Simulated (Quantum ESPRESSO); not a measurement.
**Parameter sweep on WS2 (P6_3/mmc, 6 atoms in the cell)**

```xyz
6
Lattice="3.2192 0.0000 0.0000 -1.6096 2.7879 0.0000 0.0000 0.0000 13.1210" Properties=species:S:1:pos:R:3 pbc="T T T"
W      0.0000     1.8586     3.2803
W      1.6096     0.9293     9.8408
S      0.0000     1.8586     8.2636
S      1.6096     0.9293     4.8574
S      1.6096     0.9293     1.7031
S      0.0000     1.8586    11.4179
```

Base run A: PBEsol, PseudoDojo standard norm-conserving (PBESOL) pseudopotentials (Quantum ESPRESSO), self-consistent single point.

Its settings: ecutwfc = 75 Ry; occupations = fixed; potentials = {W: W.upf, S: S.upf}; K_POINTS = automatic 12 12 3 0 0 0; nbnd = 28; conv_thr = 1e-09 Ry; mixing_beta = 0.7.

The starting cell comes from a database of computed structures (which also holds hypothetical and non-ambient phases and stackings), without a prior relaxation at this level. Its lattice was rescaled by a random factor within 2.5 % of one. Spin-orbit coupling is off. In the base run, with a pressure of about -7 GPa the cell is away from its equilibrium volume at this level.

ΔF is the free energy per atom less that of run A. 

| run | mixing_beta, mixing_mode | ΔF (meV/atom) | pressure (GPa) | largest force (eV/Å) | gap on the mesh (eV) | iterations |
|---|---|---|---|---|---|---|
| A | 0.7, default | 0.00 | -7.41 | 0.662 | 1.199 | 11 |
| B | 0.2, plain | 0.00 | -7.41 | 0.662 | 1.199 | 24 |
| C | 0.5, plain | 0.00 | -7.41 | 0.662 | 1.199 | 13 |
| D | 0.2, TF | 0.00 | -7.41 | 0.662 | 1.199 | 21 |
| E | 0.5, TF | 0.00 | -7.41 | 0.662 | 1.199 | 18 |
| F | 0.2, local-TF | 0.00 | -7.41 | 0.662 | 1.199 | 26 |
| G | 0.5, local-TF | 0.00 | -7.41 | 0.662 | 1.199 | 15 |

Runs B, C, D, E, F, G gave the same state as A (within 1 meV/atom). The fewest iterations to that state were 11 (A); the most were 26.
